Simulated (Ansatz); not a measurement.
Reference: Ag (Fm-3m), PBEsol, rigid bands (plane waves, PAW, scalar-relativistic; Ansatz, a program for electronic structure); geometry: cell and atoms relaxed with PBEsol.

```xyz
1
Lattice="0.0000 2.0277 2.0277 2.0277 0.0000 2.0277 2.0277 2.0277 0.0000" Properties=species:S:1:pos:R:3 pbc="T T T"
Ag     0.0000     0.0000     0.0000
```

The density of states at the Fermi level per atom comes out as 0.26 states/eV and the drude plasma energy comes out as 9.2 eV. The root-mean-square Fermi velocity is 14.3 ×10⁵ m/s. The resistivity times mean free path comes out as 8.4 ×10⁻¹⁶ Ω·m².

Question: Swap Ag for Cu, keeping the structure type. How do these values move?

Answer: Cu (Fm-3m): volume per atom 16.7 to 11.3 Å³; density of states at the Fermi level per atom rises (0.26 states/eV to 0.30 states/eV); Drude plasma energy stays about the same (9.2 eV to 9.1 eV); root-mean-square Fermi velocity falls (14.3 ×10⁵ m/s to 10.9 ×10⁵ m/s); resistivity times mean free path falls (8.4 ×10⁻¹⁶ Ω·m² to 6.5 ×10⁻¹⁶ Ω·m²).

Question: Swap Ag for Au, keeping the structure type. How do these values move?

Answer: Au (Fm-3m): volume per atom 16.7 to 17.0 Å³; density of states at the Fermi level per atom rises (0.26 states/eV to 0.28 states/eV); Drude plasma energy stays about the same (9.2 eV to 8.9 eV); root-mean-square Fermi velocity falls (14.3 ×10⁵ m/s to 13.5 ×10⁵ m/s); resistivity times mean free path stays about the same (8.4 ×10⁻¹⁶ Ω·m² to 8.4 ×10⁻¹⁶ Ω·m²).

Question: Replace Ag by Ir on the same sites and relax. What happens?

Answer: Ir (Fm-3m): volume per atom 16.7 to 14.0 Å³; density of states at the Fermi level per atom rises (0.26 states/eV to 0.88 states/eV); Drude plasma energy rises (9.2 eV to 10.8 eV); root-mean-square Fermi velocity falls (14.3 ×10⁵ m/s to 8.4 ×10⁵ m/s); resistivity times mean free path falls (8.4 ×10⁻¹⁶ Ω·m² to 3.7 ×10⁻¹⁶ Ω·m²).

Moves up to 5 % count as about the same. Metals at this level; values at 300 K, both spins, means over directions. As a rough test of the mesh, the Fermi surface's area from every second k point differs by up to 3 %. The product of resistivity and mean free path takes one path for all states. Spin-orbit coupling is left out.

The missing spin-orbit coupling matters most for Au (Fm-3m), Ir (Fm-3m).
